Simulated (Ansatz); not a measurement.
Candidates (primitive cells; geometry: relaxed with this functional, without spin-orbit coupling):
A. Pt3Zn (Pm-3m), a = b = c = 3.874 Å, α = β = γ = 90.00°
B. YZn (Pm-3m), a = b = c = 3.5203 Å, α = β = γ = 90.00°
C. ScZn (Pm-3m), a = b = c = 3.302 Å, α = β = γ = 90.00°
D. AgZn (Pm-3m), a = b = c = 3.1160 Å, α = β = γ = 90.00°

Question: Put the candidates in order of resistivity at 300 K, highest first, for PBEsol, DFPT electron-phonon coupling, linearised Boltzmann equation in Ansatz (a first-principles code).

Answer: B (67 μΩ·cm), C (26 μΩ·cm), A (13.7 μΩ·cm), D (5.4 μΩ·cm)

Metals; harmonic phonons alone scatter; means over directions. Halving the electron mesh moves these values by up to 9 %; q meshes are mostly untested. Some of the runs warned that the eigensolver left states short of its tolerance. Spin-orbit coupling is left out.

Formula and space group known from diffraction (Crystallography Open Database), not checked to be the room-temperature form: AgZn (Pm-3m), Pt3Zn (Pm-3m), ScZn (Pm-3m), YZn (Pm-3m). The missing spin-orbit coupling matters most for Pt3Zn (Pm-3m).
